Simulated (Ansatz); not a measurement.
A self-consistent single point of TiSi2 (Immm, 3 atoms in the cell) with Ansatz (an electronic-structure program).

Computed with r2SCAN, harder PAW files (source: ansatz) made with PBE (plane waves; Ansatz).

```
TiSi2
1.0
   -1.48289     1.72377     4.24073
    1.48289    -1.72377     4.24073
    1.48289     1.72377    -4.24073
Ti Si
1 2
Direct
  0.00000   0.00000   0.00000
  0.32992   0.32992   0.00000
  0.67008   0.67008   0.00000
```

Reference input (self-consistent single point, DFT, r2SCAN, plane waves, default PAW files made with PBE): kpoints.mp_grid.grid = 12 12 12; hamiltonian.xc = r2scan; hamiltonian.pseudopotentials = {kind: paw} (the program's default PAW files); scf.occupations.method = gaussian; scf.occupations.width = 0.272 eV. This run's input differs from it in these lines:

Ansatz 0.2 input:
```diff
@@ -13,3 +13,3 @@
   xc: r2scan
-  pseudopotentials: { kind: paw }
+  pseudopotentials: { kind: paw, source: ansatz }
 scf:
```

Log, with long lists cut:

```
SCF iter   1: F=—  HF=-3786.088883 eV  |F-HF|=—  |Δ(HF+E_count)|=         —  Δρ=9.77e-2  dr2=5.76e0  dr2_τ=7.29e-1  ethr=3.10e-3  ⟨swp⟩=5.3  Hψ=22824  notcnv=0
all-band conjugate gradients solve this SCF's bands
preconditioner: auto → Kerker (q_TF=auto, 2.398 Å⁻¹)
SCF iter   2: F=—  HF=-3784.881692 eV  |F-HF|=—  |Δ(HF+E_count)|=    1.21e0  Δρ=2.92e-2  dr2=3.08e-1  dr2_τ=4.33e-1  ethr=3.10e-3  ⟨swp⟩=2.6  Hψ=10407  notcnv=0  defer=18
   [... lines left out ...]
SCF iter   6: F=—  HF=-3784.901526 eV  |F-HF|=—  |Δ(HF+E_count)|=   4.25e-5  Δρ=3.71e-4  dr2=7.45e-5  dr2_τ=1.23e-5  ethr=1.57e-6  ⟨swp⟩=2.2  Hψ=5348  notcnv=0  defer=14
SCF iter   7: F=—  HF=-3784.901525 eV  |F-HF|=—  |Δ(HF+E_count)|=   1.80e-6  Δρ=3.97e-5  dr2=9.66e-7  dr2_τ=2.51e-7  ethr=3.72e-7  ⟨swp⟩=3.0  Hψ=6970  notcnv=0  defer=14
SCF iter   8: F=-3784.901525 eV  HF=-3784.901525 eV  |F-HF|=2.86e-8  |Δ(HF+E_count)|=   1.69e-7  Δρ=1.01e-5  dr2=4.25e-8  dr2_τ=5.63e-9  ethr=5.00e-10  ⟨swp⟩=7.7  Hψ=21477  notcnv=0
SCF 1 converged in 8 iterations: F = -3784.901525 eV  dr2 = 4.25e-8
Free energy (F): -3784.901525 eV
Internal energy: -3784.855267 eV  (E = F + TS)
E sigma→0 (E₀):  -3784.878396 eV
Entropy (-TS):   -0.046258 eV (-15.419 meV/atom)
Fermi energy:    12.151065 eV
--- Forces (eV/Å), atoms counted from 1 ---
  atom   1  Ti     0.00000000     0.00000000     0.00000000
  atom   2  Si     0.00000000     0.00000000    -0.03211802
  atom   3  Si     0.00000000     0.00000000     0.03211802
--- Stress (GPa, compression-positive) ---
       -3.995270       0.000000       0.000000
        0.000000      -5.094242       0.000000
        0.000000       0.000000      -5.701579
  P = ⅓ Tr σ = -4.9304 GPa (-49.304 kbar)
  The stress holds the Pulay correction. Without it, at fixed plane waves, as pw.x and ABINIT print it: P = -4.9563 GPa
```

The run converged in 8 iterations. Against the reference run the pressure hardly changes (-4.94 to -4.93 GPa) and the largest force hardly changes (0.030 to 0.032 eV/Å). The full log also holds: “WARN basis.ecutwfc = 740 eV, the default”.

The starting cell comes from a database of computed structures (which also holds hypothetical and non-ambient phases and stackings), without a prior relaxation at this level. Its lattice was rescaled by a random factor within 2.5 % of one. Spin polarisation is off. With a pressure of about -5 GPa the cell is away from its equilibrium volume at this level. Ansatz's pressure includes its estimate of the finite-basis (Pulay) stress.

Cost on one core of a shared machine: roughly 50 s.
